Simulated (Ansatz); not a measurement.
A self-consistent single point of CuAu (P4/mmm, 2 atoms in the cell) with Ansatz (an electronic-structure program).

Method: PBE, PAW files (plane waves; Ansatz).

```
CELL_PARAMETERS angstrom
      2.85811     0.00000     0.00000
      0.00000     2.85811     0.00000
      0.00000     0.00000     3.59092
ATOMIC_POSITIONS crystal
  Cu 0.50000 0.50000 0.50000
  Au 0.00000 0.00000 0.00000
```

Reference input (self-consistent single point, DFT, PBE, plane waves, PAW files): basis.ecutwfc = 420 eV; kpoints.mp_grid.grid = 8 8 6; hamiltonian.xc = pbe; hamiltonian.pseudopotentials = {kind: paw} (an earlier, softer set of the program's PAW files); scf.occupations.method = fermi_dirac; scf.occupations.width = 0.1 eV. This run's input differs from it in these lines:

Ansatz 0.2 input:
```diff
@@ -9,3 +9,3 @@
 basis:
-  ecutwfc: 420.0
+  ecutwfc: 630.0
 kpoints:
```

Output, abridged:

```
SCF iter   1: F=—  HF=-19779.466087 eV  |F-HF|=—  |Δ(HF+E_count)|=         —  Δρ=1.90e-1  dr2=1.45e1  ethr=3.10e-3  ⟨swp⟩=5.2  Hψ=5163  notcnv=0
all-band conjugate gradients solve this SCF's bands
preconditioner: auto → Kerker (q_TF=auto, 2.849 Å⁻¹)
SCF iter   2: F=—  HF=-19776.827833 eV  |F-HF|=—  |Δ(HF+E_count)|=    2.64e0  Δρ=8.08e-2  dr2=1.23e0  ethr=3.10e-3  ⟨swp⟩=3.0  Hψ=3320  notcnv=0  defer=3
   [... lines left out ...]
SCF iter   8: F=—  HF=-19776.501412 eV  |F-HF|=—  |Δ(HF+E_count)|=   5.64e-5  Δρ=2.15e-4  dr2=2.29e-5  ethr=9.78e-7  ⟨swp⟩=1.8  Hψ=1650  notcnv=0  defer=3
SCF iter   9: F=—  HF=-19776.501411 eV  |F-HF|=—  |Δ(HF+E_count)|=   1.32e-7  Δρ=7.13e-5  dr2=1.69e-6  ethr=6.03e-8  ⟨swp⟩=2.0  Hψ=2323  notcnv=0  defer=3
SCF iter  10: F=—  HF=-19776.501411 eV  |F-HF|=—  |Δ(HF+E_count)|=   2.95e-7  Δρ=1.95e-5  dr2=1.36e-7  ethr=4.45e-9  ⟨swp⟩=2.6  Hψ=2075  notcnv=0  defer=3
SCF iter  11: F=-19776.501411 eV  HF=-19776.501411 eV  |F-HF|=1.05e-8  |Δ(HF+E_count)|=   1.51e-8  Δρ=4.81e-6  dr2=5.58e-9  ethr=2.63e-10  ⟨swp⟩=4.9  Hψ=5234  notcnv=0
SCF 1 converged in 11 iterations: F = -19776.501411 eV  dr2 = 5.58e-9
Free energy (F): -19776.501411 eV
Internal energy: -19776.480394 eV  (E = F + TS)
E sigma→0 (E₀):  -19776.490902 eV
Entropy (-TS):   -0.021018 eV (-10.509 meV/atom)
Fermi energy:    18.541495 eV
--- Forces (eV/Å), atoms counted from 1 ---
  atom   1  Cu     0.00000000     0.00000000     0.00000000
  atom   2  Au    -0.00000000    -0.00000000     0.00000000
--- Stress (GPa, compression-positive) ---
        3.997620       0.000000       0.000000
        0.000000       3.997620       0.000000
        0.000000       0.000000       3.019264
  P = ⅓ Tr σ = 3.6715 GPa (36.715 kbar)
  The stress holds the Pulay correction. Without it, at fixed plane waves, as pw.x and ABINIT print it: P = 3.6670 GPa
```

The run converged in 11 iterations. Against the reference run the free energy falls by 2.4 meV/atom and the pressure hardly changes (3.69 to 3.67 GPa).

The starting cell comes from a database of computed structures (which also holds hypothetical and non-ambient phases and stackings), without a prior relaxation at this level. Its lattice was rescaled by a random factor within 2.5 % of one. Spin polarisation is off. Ansatz's pressure includes its estimate of the finite-basis (Pulay) stress.
